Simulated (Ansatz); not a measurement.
## Pd_Ru (hcp Ru host)

Level of theory: PBE, PAW (plane waves to 420 eV; Ansatz, a first-principles code). Details: 48-site cell; 4×4×4 shifted k-points; start: the Ru site; finite-size errors of tenths of an eV; the relaxation kept the symmetry of the starting site; flagged in the runs: a host that isn't quite at rest in this cell.

Neighbours after relaxation, in Å: of the Pd atom: Ru 2.69, Ru 2.69, Ru 2.69, Ru 2.69, Ru 2.69, Ru 2.69, Ru 2.74, Ru 2.74 (the shell may go on).

Formation energies E_f are those of the neutral cell. Chemical conditions: host crystal and elements as references (Δμ(Ru) = 0.00 eV, Δμ(Pd) = 0.00 eV; Pd taken from its element, since no compound that bounds it was computed at this level; only phases computed here count, gases as isolated molecules at 0 K). Reference phases: Pd: fcc Pd, Ru: hcp Ru.

```tsv
charge	moment (μB)	largest move off a lattice site (Å)	E_f, host crystal and elements as references (eV)
0	not spin-polarised	0.04	0.52
```

Flagged in the runs: a host that isn't quite at rest in this cell.

All states together cost about 30 core-minutes (a rough figure).
